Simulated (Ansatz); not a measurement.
# Amorphous Ti24Si24

It comes from a melt-quench run on a machine-learned potential (CHGNet), relaxed afterwards by DFT. The hot cell started wider than the set density and was brought back towards it in steps. It is the lowest in DFT energy of 2 quenches. It is a model cell: composition and starting density were chosen by hand, and all elements were melted together. No dispersion term was used.

Calculation: PBE, scalar-relativistic without spin-orbit coupling (plane waves to 420 eV, PAW; Ansatz, an electronic-structure program). Geometry, pressure, stress and energy are those of the PBE run. Its sampling: a 2×2×2 Γ-centred mesh; Fermi-Dirac width 0.1 eV; no spin polarisation.

The number of atoms in the cell is 48 and the density (volume relaxed, without dispersion) is 4.09 g/cm³. The volume per atom is 15.42 Å³ and the pressure on a 2×2×2 Γ-centred mesh is 0.08 GPa. The largest force and stress component on that mesh (the relaxation ran on one k-point at (1/4, 1/4, 1/4)) is 0.19 eV/Å and 3.3 GPa. The gap on a 2×2×2 Γ-centred mesh (PBE) comes out as within the smearing (under twice its width).

Bonds are counted up to Ti-Ti 3.86 Å, Ti-Si 3.34 Å, Si-Si 2.74 Å.

```json
{
 "Mean coordination of Ti": "14.42 (1 with 12, 2 with 13, 9 with 14, 10 with 15, 2 with 16)",
 "Mean coordination of Si": "8.92 (6 with 8, 14 with 9, 4 with 10)",
 "Mean Ti-Ti bond": "3.190 Å (spread 0.278 Å, 93 counted)",
 "Mean Ti-Si bond": "2.696 Å (spread 0.152 Å, 160 counted)"
}
```

Its density started from a set value of 3.90 g/cm³. The quench (nominally 160 K/ps over its main leg) was far faster than any real one, so the model tends to hold more defects than a real film. A cell of this size samples the disorder only roughly. The volume was free in the relaxation, at fixed shape. Stress components on the final sampling reach 3.3 GPa. On a 2×2×2 Γ-centred mesh force components of up to 0.19 eV/Å stay, since the relaxation ran on one k-point at (1/4, 1/4, 1/4).
